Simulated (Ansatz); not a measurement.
Take CaS in the rock salt structure (space group Fm-3m, No. 225; a = 5.712 Å) as the base.

All numbers come from DFT with PBE, PAW potentials and a 420 eV plane-wave cutoff in Ansatz (a first-principles code), spin-orbit coupling left out.

Strains are applied to the cell and any free atomic positions relax.

One change was made to it. Results:

```json
[
 {"quantity": "electron mass", "base": "1.4 mₑ along k, 0.31 mₑ across (at X)", "after": "1.5 mₑ along k, 0.33 mₑ across (at X)"},
 {"quantity": "mean gap deformation potential ΔEg/Δln V", "base": "–", "after": "+2.0 eV"},
 {"quantity": "pressure", "base": "-0.01 GPa", "after": "-2.33 GPa"},
 {"quantity": "hole mass (degenerate bands, along [100])", "base": "0.23, 1.2, 1.2 mₑ (at Γ)", "after": "0.23, 1.3, 1.3 mₑ (at Γ)"}
]
```

Q: Which of these changes matches the shifts?
A) isotropic strain −1.00 %
B) isotropic strain +1.50 %
C) isotropic strain +2.00 %

A: B, isotropic strain +1.50 %. For comparison, the pressure in the other runs: isotropic strain −1.00 % gives 1.82 GPa; isotropic strain +2.00 % gives -3.00 GPa.

Masses are band curvatures over ±0.01 Å⁻¹ around the edge. Along k means along the line from Γ to the band edge. Stability against distortions was not tested.
